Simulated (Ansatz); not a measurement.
# Pt: energy against volume

Pt (fcc, Fm-3m, 15.039 Å³/atom and stress up to 0.01 GPa in the relaxed cell, cube axes along x, y and z) under hydrostatic pressure, with the cell free. PBEsol in Ansatz, a plane-wave DFT program (PAW, default set), 420 eV, 20×20×20 Γ-centred mesh, Fermi-Dirac smearing 0.05 eV.

Here V stands for volume and E for E less E0.

```csv
volume (Å³/atom),E less E0 (meV/atom),pressure (GPa)
15.1470,0.77,-2.01
15.0928,0.22,-1.01
15.0391,0.00,0.00
14.9929,0.09,0.89
14.9325,0.60,2.08
14.8142,2.93,4.50
14.6087,11.39,9.01
14.3607,29.69,15.00
13.8332,?,?
```

The 8 complete rows are fitted with the third-order Birch-Murnaghan form, a cubic in V^(-2/3), E against V. With u = V^(-2/3) - 0.1654, the rows have u = -0.0020513, -0.0016605, -0.0012710, -0.0009340, -0.0004908, 0.0003860, 0.0019371, 0.0038582. Least squares gives E = 1.688 + 2774.5·u + 1144427·u² + 4560993·u³. Residuals (row less fit): -0.003, 0.004, -0.001, -0.001, -0.001, 0.000, 0.000, 0.000; standard error 0.003 (degrees of freedom: 4). Its minimum lies at u = -0.0012211, so V0 = (0.1641789)^(-3/2) = 15.03. There d²E/du² = 2255000 and d³E/du³ = 2.737e7, so B0 = (4/9) × 15.03^(-7/3) × 2255000 × 0.160218 = 288 GPa (the last factor turns the table's units into GPa), and B0' = 4 + (2/3) × 0.1641789 × (2.737e7)/2255000 = 5.3. B0' rests on the cubic coefficient alone and has a standard error of 0.1 from these residuals.

Estimate the missing E (V = 13.8332); what did the run itself give?

u = 0.0081341, so E = 1.688 + 2774.5 × 0.0081341 + 1144427 × 0.0081341² + 4560993 × 0.0081341³ = 102.430 meV/atom. The calculation gives 102.46 meV/atom, 0.030 meV/atom above the prediction (0.0 % of the range of E in the table). The row lies outside the fitted rows, so this is an extrapolation. The scatter of the fitted rows lies at the last printed digit.

In a metal these values are sensitive to mesh and smearing; energies are taken to zero smearing, stresses follow the free energy. The runs aren't spin-polarised. Spin-orbit coupling is left out, which can shift these values for the heavy elements here. Other structures, which can take over under pressure, weren't tried. The same form fitted to the pressure column gives B0' = 5.3; series where the two differ by over 0.4 aren't shown. Rows are the converged runs of the series near zero and its far end, less any whose ions stayed unrelaxed beside relaxed ones; series whose fitted rows scatter by over a few per cent of the range, as at a crossing or softening among them, aren't shown in this form.
